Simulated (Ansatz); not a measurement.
Take KTaO3 in the cubic perovskite structure (space group Pm-3m, No. 221; a = 4.023 Å) as the base.

(Cell as relaxed with PBE.)

Levels (all Ansatz, a first-principles code, PAW, earlier PAW set): PBE (420 eV, without spin-orbit coupling); r2SCAN (500 eV, no spin-orbit coupling).

Each level relaxes its own structure.

```tsv
base	PBE	r2SCAN
volume per atom	13.02 Å³	12.70 Å³
lattice parameter a	7.603 bohr	7.539 bohr
band gap	2.17 eV	2.64 eV
```

Modification: the cell is scaled by 1.0129 in all directions, atoms relaxed at fixed cell.

| quantity | PBE | r2SCAN |
|---|---|---|
| shift of the gap caused by the change | -0.09 eV | … |
| energy relative to the base (free energy F) | +11 meV/atom | … |
| pressure | -6.66 GPa | … |
| mean gap deformation potential ΔEg/Δln V | -2.4 eV | … |

Problem. Given the PBE results, estimate those of r2SCAN.

Solution. 
- shift of the gap caused by the change, r2SCAN: -0.10 eV
- energy relative to the base (free energy F), r2SCAN: +12 meV/atom
- pressure, r2SCAN: -7.41 GPa
- mean gap deformation potential ΔEg/Δln V, r2SCAN: -2.7 eV

PBE's energy relative to the base lies 0.9 meV/atom below r2SCAN's; PBE's pressure lies 0.75 GPa above r2SCAN's; PBE's mean gap deformation potential ΔEg/Δln V lies 0.3 eV above r2SCAN's. Neither level is exact; r2SCAN is the comparison here, not a measurement.

Spin-orbit coupling, missing from the scalar runs, can matter with Ta. The cells carry an imposed strain or load. No phonon test of stability was made.
